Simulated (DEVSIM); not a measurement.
Device: abrupt Si p-n junction, at 300 K.

Layer 1 from the left is Si, thickness (μm) 2.00, Na (cm⁻³) 3.8e16, τn (s) 1.1e-7, τp (s) 1.1e-7. Layer 2 from the left is Si, thickness (μm) 7.00, Nd (cm⁻³) 1.7e17, τn (s) 1.1e-7, τp (s) 1.1e-7.

Left contact: ohmic. Right contact: ohmic. Voltage is applied to the left contact. Recombination: SRH at mid-gap, Auger. Mobility is μmin + (μ − μmin)/(1 + (N/Nref)^α).

This is a model device: material constants are rounded textbook-type values typed into the input, and sizes, dopings and lifetimes were drawn at random. Values at 300 K.

Si: gap (eV) 1.124, affinity (eV) 4.05, permittivity 11.7, Nc (cm⁻³) 2.86e19, Nv (cm⁻³) 3.1e19, μn (cm²/Vs) 1417, μp (cm²/Vs) 470, μn,min 52, μp,min 45, Nref,n 9.7e16, Nref,p 2.2e17, αn 0.68, αp 0.72, Cn (cm⁶/s) 2.8e-31, Cp (cm⁶/s) 9.9e-32.

Simulated with DEVSIM: 1D drift-diffusion, Boltzmann statistics, complete ionisation; no tunnelling, impact ionisation, image-force lowering or self-heating.

Dark forward current:

```tsv
|V| (V)	|J| (A/cm²)
0.05	1.899e-8
0.10	6.879e-8
0.15	2.151e-7
0.20	6.960e-7
0.25	2.561e-6
0.30	1.141e-5
0.35	6.124e-5
0.40	0.0003735
0.45	0.002437
0.50	0.01640
0.55	0.1118
0.60	0.7653
0.65	5.200
0.70	33.46
0.75	170.2
0.80	548.0
0.85	1198
0.90	2102
```

Task: Work out the local ideality factor n = ΔV / (kT/q · ln(J2/J1)) between the rows 0.15 and 0.20 V, 0.55 and 0.60 V, 0.85 and 0.90 V.

Result: kT/q = 25.85 mV. From 0.15 to 0.20 V: ln(6.960e-7/2.151e-7) = 1.174, n = 1.65. From 0.55 to 0.60 V: ln(0.7653/0.1118) = 1.924, n = 1.01, near the 1 of diffusion or emission over a barrier. From 0.85 to 0.90 V: ln(2102/1198) = 0.562, n = 3.44.

Task: Estimate the current at 0.55 V from the Shockley equation with J0 = Σ q ni² D/(N L) coth(W/L), τ joining the SRH, radiative and Auger lifetimes that are on, and W taken as the whole layer.

Result: ni² = 1.16e20 cm⁻⁶; electrons in the p layer: μ = 945 cm²/Vs, D = 24.4 cm²/s, τ = 1.10e-7 s, L = 16.4 μm, W/L = 0.12, term 5.99e-11 A/cm²; holes in the n layer: μ = 277 cm²/Vs, D = 7.16 cm²/s, τ = 1.10e-7 s, L = 8.87 μm, W/L = 0.79, term 1.34e-12 A/cm². J0 = 6.13e-11 A/cm², and J = J0 exp(qV/kT) = 0.107 A/cm². The simulation gives 0.112 A/cm²; the estimate lies 4.7 % below. The estimate leaves out recombination in the depletion region and that region's share of W.
